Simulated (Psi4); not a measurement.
Psi4 1.11, WB97X/def2-svp: Al(Br)(OMe)(OEt) (CC[O][Al]([Br])[O]C), 15 atoms. The geometry is a generated start, not checked to be a minimum at this level.

```json
{
 "task": "energy",
 "method": "wb97x",
 "basis": "def2-svp",
 "memory": "3 GB",
 "maxiter": "100",
 "keys_of_the_molecule_block": "symmetry c1",
 "scf_type": "df (default)",
 "e_convergence": "1e-06 (default)",
 "d_convergence": "1e-06 (default)",
 "dft_radial_points": "75 (default)",
 "dft_spherical_points": "302 (default)",
 "basis_functions": "160",
 "grid_points": "320807"
}
```

```xyz
15

Al     0.4319     1.4139    -0.0839
Br     1.6145     3.2890     0.2201
O     -0.5457     1.4022    -1.4007
C     -1.4104     1.3760    -2.5014
H     -1.7452     2.3914    -2.7267
H     -0.8889     0.9698    -3.3700
H     -2.2798     0.7527    -2.2812
O      0.6860     0.2767     1.0684
C      0.7830    -0.8419     1.9038
C      0.4228    -2.1255     1.1709
H      1.8139    -0.8978     2.2753
H      0.1111    -0.6946     2.7566
H      1.0653    -2.2459     0.3014
H      0.5536    -2.9786     1.8319
H     -0.6119    -2.0873     0.8357
```

With the defaults (diis = true, scf_initial_accelerator = adiis, damping_percentage = 0, diis_max_vecs = 10, guess = auto, which took SAD, soscf = false, soscf_start_convergence = 0.01, level_shift = 0, level_shift_cutoff = 0.01) it converges in 9 SCF iterations. One run each on 2 threads, with these changes:
- level_shift = 0.5, level_shift_cutoff = 0.001
- soscf = true, soscf_start_convergence = 0.1
- scf_initial_accelerator = ediis
- diis_max_vecs = 3
- guess = sapgau
- diis_max_vecs = 20
- guess = sap
- level_shift = 0.1, level_shift_cutoff = 0.001
- diis = false, scf_initial_accelerator = none, damping_percentage = 60

**Question.** Which of these changes keep the SCF from converging, or lead it to another solution?

**Answer.** No convergence: diis = false, scf_initial_accelerator = none, damping_percentage = 60 (the run ends without SCF convergence in 100 iterations). The rest reach the solution of the defaults.

```tsv
setting	SCF iterations	JK calls	end
soscf = true, soscf_start_convergence = 0.1	6	22	same solution
the defaults	9	10	same solution
diis_max_vecs = 20	9	10	same solution
level_shift = 0.5, level_shift_cutoff = 0.001	9	10	same solution
level_shift = 0.1, level_shift_cutoff = 0.001	9	10	same solution
scf_initial_accelerator = ediis	9	10	same solution
guess = sapgau	10	10	same solution
diis_max_vecs = 3	10	11	same solution
guess = sap	12	12	same solution
diis = false, scf_initial_accelerator = none, damping_percentage = 60	100	101	no convergence
```

An SOSCF iteration holds several JK calls; a Hückel guess adds calls on atoms.
